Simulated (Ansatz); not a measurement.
System: Cd vacancy in zinc-blende CdTe (charge state -2). These are PBE, PAW (plane waves to 420 eV; Ansatz, an electronic-structure program) values and carry that method's errors.

64-site cell at the relaxed PBE lattice, one k-point at (0.250, 0.250, 0.250), smearing 0.01 eV, spin-restricted, no finite-size correction. Energies are static. Spin-orbit coupling is left out. The charge state is imposed; whether it is stable for some Fermi level was not computed. Forms of the defect that were not tried may lie lower.

Barriers: single points on a 2×2×2 k-point mesh shifted by half a step at the bands' geometries.

Relaxed starting cell (atoms counted from 1):

```
CELL_PARAMETERS angstrom
     13.24000     0.00000     0.00000
      0.00000    13.24000     0.00000
      0.00000     0.00000    13.24000
ATOMIC_POSITIONS crystal
  Cd 0.99982 0.99989 0.50035
  Cd 0.99984 0.49984 0.00008
  Cd 0.99977 0.50032 0.50069
  Cd 0.49936 0.99946 0.00016
  Cd 0.49982 0.99973 0.50028
  Cd 0.50017 0.50038 0.99984
  Cd 0.49962 0.49990 0.50016
  Te 0.12442 0.12428 0.37291
  Te 0.11439 0.11400 0.88456
  Te 0.12511 0.62534 0.37502
  Te 0.12483 0.62686 0.87572
  Te 0.62555 0.12500 0.37515
  Te 0.62684 0.12466 0.87590
  Te 0.62575 0.62542 0.37572
  Te 0.62710 0.62678 0.87670
  Cd 0.99166 0.24302 0.24382
  Cd 0.00713 0.24395 0.75569
  Cd 0.00639 0.75501 0.24465
  Cd 0.99239 0.75773 0.75817
  Cd 0.49922 0.24802 0.24827
  Cd 0.50053 0.24854 0.75155
  Cd 0.50046 0.75056 0.24903
  Cd 0.50030 0.75117 0.75161
  Te 0.12418 0.37235 0.12472
  Te 0.12511 0.37471 0.62567
  Te 0.11386 0.88420 0.11444
  Te 0.12482 0.87541 0.62735
  Te 0.62548 0.37475 0.12512
  Te 0.62551 0.37535 0.62595
  Te 0.62682 0.87540 0.12528
  Te 0.62673 0.87646 0.62704
  Cd 0.24325 0.99171 0.24363
  Cd 0.24434 0.00651 0.75528
  Cd 0.24809 0.49860 0.24833
  Cd 0.24876 0.50028 0.75135
  Cd 0.75508 0.00635 0.24460
  Cd 0.75733 0.99289 0.75749
  Cd 0.75119 0.50014 0.24890
  Cd 0.75147 0.49963 0.75160
  Te 0.37247 0.12432 0.12478
  Te 0.37476 0.12512 0.62567
  Te 0.37462 0.62536 0.12525
  Te 0.37535 0.62571 0.62597
  Te 0.88418 0.11388 0.11445
  Te 0.87551 0.12502 0.62735
  Te 0.87544 0.62701 0.12512
  Te 0.87643 0.62681 0.62729
  Cd 0.24348 0.24353 0.99238
  Cd 0.24834 0.24834 0.49877
  Cd 0.24363 0.75527 0.00708
  Cd 0.24867 0.75111 0.50066
  Cd 0.75533 0.24381 0.00690
  Cd 0.75108 0.24895 0.50072
  Cd 0.75749 0.75778 0.99295
  Cd 0.75122 0.75115 0.50049
  Te 0.37501 0.37475 0.37491
  Te 0.37479 0.37476 0.87590
  Te 0.37476 0.87543 0.37493
  Te 0.37319 0.87522 0.87569
  Te 0.87570 0.37482 0.37511
  Te 0.87561 0.37306 0.87580
  Te 0.87547 0.87541 0.37377
  Te 0.88912 0.88942 0.88952
```
Cell charge -2.

End state 1 differs by these moves (Å; atoms that move under 0.08 Å are left out):

| atom | element | Δx | Δy | Δz |
|---|---|---|---|---|
| 1 | Cd | -0.11 | -0.09 | -0.08 |
| 2 | Cd | -0.09 | 0.10 | 0.11 |
| 3 | Cd | 0.10 | 0.05 | -0.07 |
| 9 | Te | 0.15 | 0.14 | -0.12 |
| 10 | Te | -0.15 | 0.11 | -0.13 |
| 16 | Cd | 0.11 | 0.09 | 0.09 |
| 17 | Cd | -0.10 | 0.08 | -0.06 |
| 18 | Cd | 0.01 | 3.17 | -3.17 |
| 19 | Cd | 0.10 | -0.11 | -0.10 |
| 26 | Te | 0.01 | -0.26 | 0.26 |
| 33 | Cd | 0.05 | -0.12 | -0.08 |
| 34 | Cd | -0.05 | 0.08 | 0.13 |
| 36 | Cd | 0.00 | -0.16 | 0.17 |
| 37 | Cd | -0.08 | 0.07 | -0.08 |
| 38 | Cd | 0.09 | 0.10 | -0.07 |
| 44 | Te | -0.11 | 0.12 | 0.16 |
| 46 | Te | 0.19 | 0.16 | 0.21 |
| 48 | Cd | 0.07 | 0.09 | 0.12 |
| 51 | Cd | -0.07 | -0.13 | -0.08 |
| 52 | Cd | -0.05 | 0.08 | -0.06 |
| 54 | Cd | 0.01 | -0.20 | 0.21 |
| 55 | Cd | 0.05 | 0.07 | -0.07 |
| 62 | Te | 0.11 | -0.16 | -0.12 |
| 63 | Te | -0.18 | -0.20 | -0.16 |

Question: Predict the forward and backward barriers to end state 1 from PBE, PAW.

Answer: forward 1.08 eV, backward 1.08 eV; at the saddle point atom 18 has neighbours Te at 2.74, Te at 3.11, Te at 3.14, Te at 3.24, Te at 3.28 Å. The saddle point's order was not checked.
